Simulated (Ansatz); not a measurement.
For TiAl (P4/mmm, relaxed from the CuAu type) at 550 K, quasi-harmonic approximation with PBEsol in Ansatz (a quantum-chemistry and plane-wave program) gives a volume expansion coefficient α_V = 33.21 × 10⁻⁶ K⁻¹, an isothermal bulk modulus B_T = 111.6 GPa, a molar volume V_m = 19.351 cm³/mol and C_V = 50.72 J/(mol K). 

### Question
Work out the Grüneisen parameter, C_P and the adiabatic bulk modulus.

### Answer
γ = α_V B_T V_m / C_V = 1.41. C_P − C_V = α_V² B_T V_m T = 1.31 J/(mol K), so C_P = 52.03 J/(mol K). B_S = B_T C_P/C_V = B_T (1 + α_V γ T) = 114.5 GPa.

The PAW data sets were generated under PBE and serve the other functionals too.
